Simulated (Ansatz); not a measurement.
The starting structures come from a database of crystals and need not be the phases stable at ambient conditions.

Data:

```xyz
8
Lattice="6.4740 0.0000 0.0000 0.0000 6.4740 0.0000 3.2370 -3.2370 3.8656" Properties=species:S:1:pos:R:3 pbc="T T T"
Li     3.2370     0.0000     1.9328
Li     6.4740     3.2370     1.9328
Ge     3.2370     3.2370     0.0000
Pb     0.0000     0.0000     0.0000
S      4.5297     4.5297     1.2708
S      7.7667    -1.2927     2.5948
S      1.9443     1.9443     1.2708
S      5.1813     1.2927     2.5948
```

Space group of this cell: I-42m. The cell was relaxed by PBE-D3(BJ); by r2SCAN its mean pressure is 1.1 GPa.

Transport runs along the normal of the first two printed cell vectors, the (001) plane of the conventional cell.

The gap is the functional's own. No spin-orbit coupling. Mid-gap values are interpolated on the energy grid.

**Question.** Estimate the band gap and the smallest decay constant κ at mid-gap that r2SCAN in Ansatz (an electronic-structure program) returns for this system.

**Answer.** Gap 2.66 eV on a 8×8×8 mesh; κ = 0.272 1/Å, at (-0.333, 0.333) of the in-plane reciprocal vectors. At the zone centre, at the nearest computed energy, the slowest state has κ = 0.28 1/Å.
